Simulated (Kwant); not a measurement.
Device: six-terminal Hall bar in a GaAs two-dimensional gas. Effective mass 0.067 mₑ, grid spacing 3.8 nm, hard walls, nominal width 100 nm (27 grid rows, so walls 106.4 nm apart), one parabolic valley, scattering region 260 nm long along x; energies count from the band bottom; Fermi energy 0.0209 eV. Four side probes 50 nm wide, two on each edge; current runs along x; the sign of the Hall resistance is a convention. Perpendicular field swept from 1.008 to 20.563 T, also in the leads; orbital effect alone.

Constants are typed, rounded textbook-type inputs, not results; the design itself was drawn at random and stands for no fabricated device.

Model: effective-mass tight-binding model on a square grid, one spin, coherent transport at 0 K (Kwant). Resistances are in h/e².

Task: How many Landau levels lie under the Fermi energy, and what Hall resistance follows, at 20.9 meV and 2.00 T; 20.9 meV and 6.97 T; 20.9 meV and 11.9 T; 20.9 meV and 16.9 T?

Result: ħωc = ħeB/m = 1.73 meV a tesla; levels lie at (n + ½)ħωc. E/ħωc = 6.04 gives 6 levels and h/(6e²) = 0.167; simulated 0.128, off the plateau. E/ħωc = 1.73 gives 2 levels and h/(2e²) = 0.500; simulated 0.500. E/ħωc = 1.01 gives 1 level and h/(1e²) = 1.000; simulated 1.000. E/ħωc = 0.72 gives 1 level and h/(1e²) = 1.000; simulated 1.000. The count is that of a wide sample; where the walls of bar or probes squeeze the orbits, it misses.
